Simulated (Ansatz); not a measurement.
Consider CaS in the rock salt structure (space group Fm-3m, No. 225; a = 5.633 Å).

All numbers come from plane-wave PAW DFT at the PBEsol level (Ansatz, a program for electronic structure, 420 eV), spin-orbit coupling left out.

Base values:

| Item | Value |
|---|---|
| Hole mass | 0.22, 1.1, 1.1 mₑ (at Γ) |
| Band gap | 2.16 eV |

Now apply this change: the cell is scaled by 1.0150 in all directions, atoms relaxed at fixed cell.

Question: Predict the new hole mass, energy relative to the base and band gap.

Answer: The hole mass (degenerate bands, along [100]) goes from 0.22, 1.1, 1.1 mₑ (at Γ) to 0.22, 1.2, 1.2 mₑ (at Γ); the energy grows by 8.3 meV/atom; the band gap grows by 0.11 eV (2.16 eV → 2.27 eV).

The cells carry an imposed strain or load. Masses are band curvatures over ±0.01 Å⁻¹ around the edge. Whether these cells are dynamically stable was not tested.
